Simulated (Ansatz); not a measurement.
# Point-defect migration in zinc-blende InP

Some mobile defects of zinc-blende InP. These are PBE, PAW (plane waves to 420 eV; Ansatz, an electronic-structure program) values and carry that method's errors.

Barriers are those of the lowest checked hop between equivalent sites, from the lowest site run (climbing-image NEB, static, fixed cells, no finite-size terms; on the finer meshes named, energies are single points at the band's geometries). One hop need not carry long-range diffusion, and untried routes could be lower. Saddle orders were checked for a part of the study's bands only and are not shown. Vacancies start on their lattice site; split forms were not set up. Charge states are imposed.

| Defect | Route | Hop (Å) | Direction in the unit cell | Neighbours at the saddle | Cell | Barrier (eV) |
|---|---|---|---|---|---|---|
| interstitial Cu, charge +1 | Cu moves farthest | 3.04 | (0.36, -0.36, 0.00) | In at 2.60, In at 2.62, 2 In at 2.92; P at 2.38, 2 P at 2.98, 2 P at 3.01 Å | 64 sites, 2×2×2 shifted | 0.70 |
| interstitial Zn, charge +2 | Zn moves farthest | 4.22 | (0.50, 0.50, 0.00) | In at 2.64, 2 In at 2.85, In at 3.03; P at 2.54, P at 2.55, P at 2.79, P at 3.11 Å | 64 sites, 2×2×2 shifted | 0.95 |
| P vacancy, charge +3 | a nearby P jumps into the vacancy (strongly reconstructed ends) | 4.31 | (0.00, -0.51, -0.51) | In at 2.48, In at 2.94, In at 2.95, In at 3.00, In at 3.01 Å | 64 sites, 2×2×2 shifted | 1.73 |
